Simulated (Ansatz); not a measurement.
The parent structure is ZnAu in the CsCl type structure (space group Pm-3m, No. 221; a = 3.1868 Å).

(Cell as relaxed with PBE.)

Levels (all Ansatz, a first-principles code, PAW): PBE (420 eV, no SOC); PBEsol (420 eV, no SOC).

Each level relaxes its own structure.

| quantity | PBE | PBEsol |
|---|---|---|
| volume per atom | 16.18 Å³ | 15.31 Å³ |
| lattice parameter a | 3.187 Å | 3.129 Å |
| band gap | zero | zero |

PBE's volume per atom lies 0.87 Å³ above PBEsol's (5.7 %); PBE's lattice parameter a lies 0.058 Å above PBEsol's (1.9 %); the two agree on the band gap. Neither level is exact; PBEsol is the comparison here, not a measurement.

Stability against distortions was not tested.
